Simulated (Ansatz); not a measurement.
# Several settings converged on LaAl₃Cu (I4mm, 5 atoms in the cell)

```yaml
crystal:
  lattice:
    - [-2.12922, 2.12922, 5.30752]
    - [2.12922, -2.12922, 5.30752]
    - [2.12922, 2.12922, -5.30752]
  atoms:
    - { symbol: La, position: [0.00190, 0.00190, 0.00000] }
    - { symbol: Al, position: [0.40289, 0.40289, 0.00000] }
    - { symbol: Al, position: [0.24655, 0.74655, 0.50000] }
    - { symbol: Al, position: [0.74655, 0.24655, 0.50000] }
    - { symbol: Cu, position: [0.63082, 0.63082, 0.00000] }
```

Base method: PBEsol, default PAW files made with PBE (plane waves; Ansatz, a first-principles code).

Base settings: basis.ecutwfc = 420 eV; kpoints.mp_grid.grid = 11 11 11; hamiltonian.xc = pbesol; hamiltonian.pseudopotentials = {kind: paw} (the program's default PAW files); scf.occupations.method = gaussian; scf.occupations.width = 0.1 eV.

The count of work is k-points × plane waves × bands × iterations; it is no time. 

**Shifted k-point meshes**

In this ladder: kpoints.mp_grid.shift = 0.5 0.5 0.5.

Only quantities that move along the ladder and can be compared are tabulated.

```csv
kpoints.mp_grid.grid,free energy less the last step's (meV/atom),pressure (GPa),largest difference of a force vector from the last step's (eV/Å),count of work / last
2 2 2,111.02,-0.17,0.502,0.0028
4 4 4,0.44,-0.28,0.035,0.0091
6 6 6,0.60,-0.29,0.051,0.027
8 8 8,-0.13,-0.26,0.011,0.053
10 10 10,-0.21,-0.28,0.009,0.094
13 13 13,-0.16,-0.27,0.002,0.19
24 24 24,0.00,-0.27,0.000,1.0
```

Coarsest kpoints.mp_grid.grid that holds the forces within 0.02 eV/Å of the last step, with all finer ones: 8 8 8, at 0.053 of the last step's count of work; the step before is off by 0.051 eV/Å.

Coarsest kpoints.mp_grid.grid that holds the free energy within 5 meV/atom of the last step, with all finer ones: 4 4 4, at 0.0091 of the last step's count of work; the step before is off by 110 meV/atom.

Coarsest kpoints.mp_grid.grid that holds the pressure within 0.05 GPa of the last step, with all finer ones: 4 4 4, at 0.0091 of the last step's count of work; the step before is off by 0.10 GPa.

**The k-point mesh at a smearing width of 0.3 eV**

In this ladder: scf.occupations.width = 0.3 eV.

Only quantities that move along the ladder and can be compared are tabulated.

| kpoints.mp_grid.grid | free energy less the last step's (meV/atom) | largest difference of a force vector from the last step's (eV/Å) | count of work / last |
|---|---|---|---|
| 4 4 4 | -2.99 | 0.049 | 0.018 |
| 6 6 6 | -0.87 | 0.034 | 0.041 |
| 8 8 8 | -0.11 | 0.007 | 0.081 |
| 12 12 12 | 0.01 | 0.001 | 0.22 |
| 21 21 21 | 0.00 | 0.000 | 1.0 |

Coarsest kpoints.mp_grid.grid that holds the free energy within 0.5 meV/atom of the last step, with all finer ones: 8 8 8, at 0.081 of the last step's count of work; the step before is off by 0.87 meV/atom.

Coarsest kpoints.mp_grid.grid that holds the forces within 0.01 eV/Å of the last step, with all finer ones: 8 8 8, at 0.081 of the last step's count of work; the step before is off by 0.034 eV/Å.

**The mesh under tetrahedron occupations**

In this ladder: scf.occupations.method = tetrahedron; scf.occupations.width = default.

Only quantities that move along the ladder and can be compared are tabulated.

| kpoints.mp_grid.grid | free energy less the last step's (meV/atom) | largest difference of a force vector from the last step's (eV/Å) | count of work / last |
|---|---|---|---|
| 5 5 5 | 0.66 | 0.027 | 0.028 |
| 6 6 6 | -0.25 | 0.020 | 0.047 |
| 7 7 7 | 0.05 | 0.018 | 0.062 |
| 11 11 11 | -0.15 | 0.003 | 0.20 |
| 16 16 16 | -0.01 | 0.002 | 0.54 |
| 20 20 20 | 0.00 | 0.000 | 1.0 |

Coarsest kpoints.mp_grid.grid that holds the forces within 0.01 eV/Å of the last step, with all finer ones: 11 11 11, at 0.20 of the last step's count of work; the step before is off by 0.018 eV/Å.

Coarsest kpoints.mp_grid.grid that holds the free energy within 0.5 meV/atom of the last step, with all finer ones: 6 6 6, at 0.047 of the last step's count of work; the step before is off by 0.66 meV/atom.

On the base run: the starting cell comes from a database of computed structures (which also holds hypothetical and non-ambient phases and stackings), without a prior relaxation at this level. Its lattice was rescaled by up to half a per cent. One atom was moved a little off its site on purpose. Spin polarisation is off. Ansatz's pressure includes its estimate of the finite-basis (Pulay) stress.

Keys are those of Ansatz 0.2.
